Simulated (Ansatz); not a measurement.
Sn: biaxial strain +3.88 %, plane normal [001], relaxed out of plane

Consider Sn (space group I4_1/amd, No. 141; a = 5.9495 Å, c = 3.2137 Å; relaxed with 0.1 eV smearing). Axes: x, y, z lie along a, b, c of the conventional cell.

The change: biaxial strain +3.88 %, plane normal [001], relaxed out of plane (Cartesian); in-plane vectors clamped, the third vector and the atoms free.

Calculations: Kohn–Sham DFT with the PBE functional, run in Ansatz (an electronic-structure program) with PAW and 420 eV plane waves, scalar-relativistic without spin-orbit coupling. Settings: 20×20×20 k-points, 0.1 eV Fermi–Dirac smearing.

| quantity | base | changed | shift |
|---|---|---|---|
| space group | I4_1/amd (No. 141) | I4_1/amd (No. 141) | – |
| shortest interatomic distance | 3.081 Å | 3.147 Å | +0.066 Å |
| energy relative to the base (free energy F) | 0 meV/atom | +23 meV/atom | +23 meV/atom |
| pressure (mean of the normal stresses, compression positive) | 0.0 GPa | -2.1 GPa | -2.1 GPa |
| band gap | zero | zero | – |
| out-of-plane strain | – | -2.07 % | – |
| ratio −ε⊥/ε∥ | – | 0.53 | – |
| mean in-plane stress (compression positive) | – | -3.1 GPa | – |

A biaxial case was relaxed in a doubled cell and then solved in the primitive one. Whether these cells are dynamically stable was not tested.
